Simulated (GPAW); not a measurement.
Checking a run of GPAW on Ag7NO11 (R3m, 19 atoms in the cell). The aim is a self-consistent single point with DFT PBEsol, plane waves, GPAW PAW datasets PBEsol (made by gpaw-setup).

Cell that was meant: a = 7.0331 Å, b = 7.0331 Å, c = 7.0331 Å, α = 61.94°, β = 61.94°, γ = 61.94°.

Part of the input:

```python

calc = GPAW(mode=PW(900),
            xc='PBEsol',
            occupations={'name': 'marzari-vanderbilt', 'width': 0.2},
            nbands=-23,
            convergence={'forces': 0.001},
            symmetry={'symmorphic': False, 'tolerance': 0.0005},
```

The program printed (abridged):

```
Input parameters:
  convergence: {forces: 0.001}
  maxiter: 120
  mode: {ecut: 900.0000000000001,
         name: pw}
  nbands: -23
   [... lines left out ...]
  18 O      0.000000    0.000001   14.633543    ( 0.0000,  0.0000,  0.0000)

Unit cell:
           periodic     x           y           z      points  spacing
  1. axis:    yes    3.619225    2.089561    5.656853    49     0.1200
  2. axis:    yes   -3.619225    2.089561    5.656853    49     0.1200
  3. axis:    yes    0.000000   -4.179121    5.656853    49     0.1200

  Lengths:   7.033139   7.033139   7.033139
  Angles:   61.940913  61.940913  61.940909

Effective grid spacing dv^(1/3) = 0.1297
     iter     time        total  log10-change:
                         energy   eigst   dens  force
iter:   1 --:--:--  -116.580627
iter:   2 --:--:--  -109.608840   -1.43  -1.16
iter:   3 --:--:--   -98.684468   -0.88  -1.23
iter:   4 --:--:--   -98.350439   -1.92  -1.53
iter:   5 --:--:--   -98.189172   -2.54  -1.58
iter:   6 --:--:--   -98.027624   -2.21  -1.71
iter:   7 --:--:--   -97.937745   -2.57  -2.07
iter:   8 --:--:--   -97.946020c  -3.01  -2.18
iter:   9 --:--:--   -97.863676c  -3.31  -2.49
iter:  10 --:--:--   -97.849787   -3.98  -2.67
   [... lines left out ...]
iter:  17 --:--:--   -97.844451c  -5.67  -3.63
iter:  18 --:--:--   -97.844326c  -6.44  -3.93
iter:  19 --:--:--   -97.844277c  -6.62  -4.05c
iter:  20 --:--:--   -97.844269c  -7.26  -4.20c
iter:  21 --:--:--   -97.844267c  -8.01c -4.23c
iter:  22 --:--:--   -97.844268c  -7.44c -4.25c -2.04
iter:  23 --:--:--   -97.844268c  -8.22c -4.39c -2.56
iter:  24 --:--:--   -97.844269c  -7.91c -4.47c -2.17
iter:  25 --:--:--   -97.844269c  -8.47c -4.58c -2.31
iter:  26 --:--:--   -97.844268c  -7.91c -4.68c -2.13
iter:  27 --:--:--   -97.844268c  -8.88c -4.90c -3.55c
Converged after 27 iterations.

Dipole moment: (0.000000, -0.000000, -0.962058) |e|*Ang

Energy contributions relative to reference atoms: (reference = -1035552.379430)

Kinetic:        +30.997963
Potential:      -54.904988
External:        +0.000000
XC:             -77.058727
Entropy (-ST):   -0.195418
Local:           +3.316901
SIC:             +0.000000
--------------------------
Free energy:    -97.844268
Extrapolated:   -97.844268

 Band  Eigenvalues  Occupancy
   [... 115 lines left out ...]

Fermi level: 4.36733

Gap: 1.448 eV
Transition (v -> c):
  (s=0, k=0, n=93, [0.00, 0.00, 0.00]) -> (s=0, k=0, n=94, [0.00, 0.00, 0.00])
No difference between direct/indirect transitions
Energy (eV): -97.844268

Forces in eV/Ang:
  0 Ag    0.00000    0.00000    0.02219
   [... lines left out ...]
 14 O    -0.52079    0.30068    0.05325
 15 O     0.00000   -0.04318    0.13621
 16 O     0.03739    0.02159    0.13621
 17 O    -0.03739    0.02159    0.13621
 18 O     0.00000    0.00000    0.27876

Stress tensor:
     0.062107     0.000000    -0.000000
     0.000000     0.062107    -0.000000
    -0.000000    -0.000000     0.052817
Stress (GPa, Voigt): [ 9.9507  9.9507  8.4623 -0.     -0.      0.    ]
```

**Question.** Is this run sound? If not, what is wrong?

**Answer.** The run is not sound. The fault is a single k-point for a small metallic cell. One k-point cannot sample the Fermi surface of a small cell. To fix it, use a converged k-point mesh. The run converged in 27 iterations without an error; against the sound input the free energy goes down by 130 meV/atom and the largest force goes from 0.559 to 0.604 eV/Å.

An input that runs soundly differs in these lines (not the only fix; some lines may just follow from the change or write a value another way):
```diff
+            kpts=(3, 3, 3),
```

With that input, the run converged in 26 iterations: free energy E − TS (from the program's reference atoms) -95.3826 eV; Fermi level (on the code's own zero) 4.06 eV; largest force (vector length) 0.559 eV/Å (DFT PBEsol, plane waves, GPAW PAW datasets PBEsol (made by gpaw-setup)).

On the sound input: the starting cell comes from a database of computed structures (which also holds hypothetical and non-ambient phases and stackings), without a prior relaxation at this level. The run gives no clean gap (levels at the Fermi energy touch, overlap or are partly filled at this smearing), which alone does not show that the compound is a metal. The log's line on a gap gives a spacing of levels on this mesh, which the program prints for metals too.
